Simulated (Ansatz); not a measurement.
# Response to strain in MgTe

Start from MgTe in the wurtzite structure (space group P6_3mc, No. 186; a = 4.609 Å, c = 7.501 Å). Axes: x lies along a and z along c of the hexagonal cell.

Strains are applied to the cell and any free atomic positions relax; under biaxial strain the out-of-plane vector relaxes too; under stress the whole cell relaxes.

The values are results of Ansatz (an electronic-structure program) PBE, scalar-relativistic without spin-orbit coupling, earlier PAW set, not measurements.

Notes on the quantities. band gap: an upper bound: an edge found on the path is not a true extremum; the base alone.

| change | band gap | volume per atom |
|---|---|---|
| base | 2.37 eV | 34.49 Å³ |
| biaxial strain −1.75 %, plane normal [001], relaxed out of plane | 2.38 eV | ___ |
| uniaxial stress, 2 GPa compression along z | 2.18 eV | ___ |
| uniaxial stress, 3 GPa tension along z | 1.95 eV | 35.54 Å³ |

**Question.** Some entries are withheld; estimate them.

**Answer.** 
- biaxial strain −1.75 %, plane normal [001], relaxed out of plane, volume per atom: 33.77 Å³
- uniaxial stress, 2 GPa compression along z, volume per atom: 33.72 Å³

Spin-orbit coupling, missing from the scalar runs, can matter with Te. Beyond what the load breaks, stability against distortions was not tested.
